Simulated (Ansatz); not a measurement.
**A computed series for SnO: response to strain**

Base system: SnO (space group P4/nmm, No. 129; layered, stacked along the Cartesian z axis; relaxed with 0.1 eV smearing).

```
CELL_PARAMETERS angstrom
      3.76851     0.00000     0.00000
      0.00000     3.76851     0.00000
      0.00000     0.00000     4.55708
ATOMIC_POSITIONS crystal
  Sn 0.50000 0.00000 0.74617
  Sn 0.00000 0.50000 0.25383
  O  0.50000 0.50000 0.00000
  O  0.00000 0.00000 0.00000
```

Cartesian axes are those of the cell as printed.

Strains are applied to the cell and any free atomic positions relax.

Computed with PBEsol-D3(BJ)/PAW in Ansatz (an electronic-structure program), spin-orbit coupling left out.

Notes on the quantities. pressure: mean of the normal stresses, compression positive; energy relative to the base: free energy F.

| variant | pressure | largest internal atomic displacement | volume per atom | energy relative to the base |
|---|---|---|---|---|
| base | 0.0 GPa | – | 16.18 Å³ | 0 meV/atom |
| uniaxial strain ε_xx = +0.60 % | -0.4 GPa | – | 16.28 Å³ | +0.2 meV/atom |
| uniaxial strain ε_xx = +1.20 % | -0.8 GPa | [?] | 16.37 Å³ | +0.7 meV/atom |
| uniaxial strain ε_xx = +1.80 % | -1.2 GPa | 0.016 Å | 16.47 Å³ | +1.7 meV/atom |
| uniaxial strain ε_xx = +2.40 % | -1.6 GPa | [?] | 16.57 Å³ | +2.9 meV/atom |
| uniaxial strain ε_xx = +3.00 % | -2.0 GPa | 0.026 Å | 16.66 Å³ | [?] |

Complete the table.


- uniaxial strain ε_xx = +1.20 %, largest internal atomic displacement: 0.010 Å
- uniaxial strain ε_xx = +2.40 %, largest internal atomic displacement: 0.021 Å
- uniaxial strain ε_xx = +3.00 %, energy relative to the base: +4.5 meV/atom

Stability against distortions was not tested. The final runs are not spin-polarised.
